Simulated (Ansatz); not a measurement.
Structure of amorphous Al12As12S36 (periodic cell):

```xyz
60
Lattice="11.1224 -0.7124 0.7431 -0.7124 10.9643 0.6399 0.7431 0.6399 11.8431" Properties=species:S:1:pos:R:3 pbc="T T T"
Al     3.2541     3.2858     6.6570
Al     4.7290     0.2549     0.9217
Al     3.0875    10.0157     4.7181
Al     4.3225     2.0066     9.9837
Al     7.3143    -0.2346     3.1298
Al     7.7080     7.7241     9.0425
Al     7.5201    10.0930     7.2637
Al     2.0131     4.0224     9.6805
Al     5.7823     4.7353     7.8005
Al    10.6771     1.2120    10.1619
Al     9.3906     7.6961     5.7983
Al     3.0336     6.3876     6.0911
As    10.0828     4.0357     1.1957
As     3.8460     5.5966     1.4860
As     2.8192     2.2404     3.1956
As     6.0784     1.3748     7.2411
As     5.4645     7.5527     4.0934
As    10.6938     0.4790     2.2903
As    10.3239     5.1257     9.8980
As     9.1175     9.7978    12.1553
As     5.6566     4.5218    11.7735
As    10.3742     4.6923     5.1220
As     0.2629     6.9489     2.5585
As     5.9104     9.2891    11.1170
S      2.2526     4.5507     5.0753
S      5.2680     6.6715     6.2993
S      7.7979     9.3497     5.1519
S      3.1549     7.8014     4.0680
S      7.9077     7.8878    11.3334
S      5.7716     5.8199     2.5964
S      2.1864     1.5080     5.3538
S      5.6123     2.2790     1.3911
S      5.6473     0.2057     4.5748
S      7.6222     5.5532     8.7698
S      2.6827     1.9644     8.4620
S     -0.1828     8.9147     3.4827
S     10.8177    10.0838    10.7279
S      1.1415     6.1021    10.5245
S      9.5093     6.1044     1.9629
S      5.5366     9.6173     2.0982
S      0.6528     2.8468     2.6547
S      8.2789     1.3470     6.8100
S      3.5414     5.1698     8.2662
S      4.3990     7.5919    11.4251
S     11.2012     3.1238     8.9236
S      0.5630     2.8332    11.2310
S      8.3643     5.7197     5.2793
S      5.8736     9.0368     8.6208
S      1.3376     7.4935     7.1345
S      3.7774    10.9940    11.5697
S      8.5966     0.5874    10.6691
S      3.5553     3.5588    11.4989
S      5.5159     3.2664     6.0137
S      1.6183    10.3964     6.3731
S      6.2740     2.7662     9.1746
S      9.3197     8.8458     7.9157
S      2.8225     0.1183     2.2610
S      8.7035     1.4863     2.6444
S      9.0404     4.4453    11.6221
S     10.6837     6.0588     6.9799
```

All values below come from PBE-D3(BJ), scalar-relativistic without spin-orbit coupling (plane waves to 420 eV, PAW; Ansatz, an electronic-structure program).

The cell was made by melting and quenching with the CHGNet potential and then relaxed with DFT. The hot cell started wider than the set density and was brought back towards it in steps. It is the lowest in DFT energy of 3 quenches. It is a model cell: composition and starting density were chosen by hand, and all elements were melted together. The geometry includes D3(BJ) dispersion. Its density started from a set value of 2.46 and ended at 2.77 g/cm³. The quench (nominally 120 K/ps over its main leg) was far faster than any real one, so the model tends to hold more defects than a real film. Values belong to this one cell and scatter from quench to quench. Volume and shape were free in the relaxation.

Neighbours within Al-Al 2.90 Å, Al-As 2.88 Å, Al-S 2.70 Å, As-As 2.80 Å, As-S 2.62 Å, S-S 2.39 Å count as bonded.

Q: Give the coordination numbers, mean bond lengths and angles.

A: 
| Quantity | Value |
|---|---|
| Mean coordination of Al | 4.58 (6 with 4, 5 with 5, 1 with 6) |
| Mean coordination of As | 3.08 (11 with 3, 1 with 4) |
| Mean coordination of S | 2.50 (19 with 2, 16 with 3, 1 with 4) |
| Mean Al-S bond | 2.323 Å (spread 0.088 Å, 54 counted) |
| Mean As-S bond | 2.325 Å (spread 0.067 Å, 32 counted) |
| Mean As-As bond | 2.571 Å (spread 0.022 Å, 2 counted) |
| Mean S-S bond | 2.116 Å (spread 0.001 Å, 2 counted) |
| Bond angle at Al | mean 107.1°, spread 23.8° |
| Bond angle at As | mean 94.2°, spread 13.2° |
| Bond angle at S | mean 100.7°, spread 17.2° |

Q: List the pairs of like atoms that count as bonded by the rules above.

A: As14-As21 (2.55 Å), As22-As23 (2.59 Å), S31-S54 (2.12 Å), S49-S60 (2.12 Å).
